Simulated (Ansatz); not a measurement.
**BAs, pressure series**

Consider BAs in the zinc blende structure (space group F-43m, No. 216).

```xyz
2
Lattice="0.0000 2.3839 2.3839 2.3839 0.0000 2.3839 2.3839 2.3839 0.0000" Properties=species:S:1:pos:R:3 pbc="T T T"
As     3.5759     3.5759     3.5759
B      0.0000     0.0000     0.0000
```

Cell and atoms are relaxed at each pressure.

Computed with Ansatz (a program for electronic structure), PBEsol, PAW, cutoff 420 eV, without spin-orbit coupling.

```tsv
P (GPa)	V (Å³/atom)
-1.99	13.748
-0.99	13.646
0.90	13.463
2.10	13.353
4.50	13.146
8.98	12.798
15.00	12.392
22.50	11.961
30.00	11.590
```

Task: Fit a third-order Birch–Murnaghan equation of state.

Result: Least squares on P(V) = (3B₀/2)[(V₀/V)^(7/3) − (V₀/V)^(5/3)]·[1 + (3/4)(B₀′ − 4)((V₀/V)^(2/3) − 1)] gives V₀ = 13.55 Å³/atom, B₀ = 141 GPa and B₀′ = 4.0.

Load acts through the strain it causes; cell and atoms are relaxed under it. Whether these cells are dynamically stable was not tested. Competing high-pressure phases were not computed.
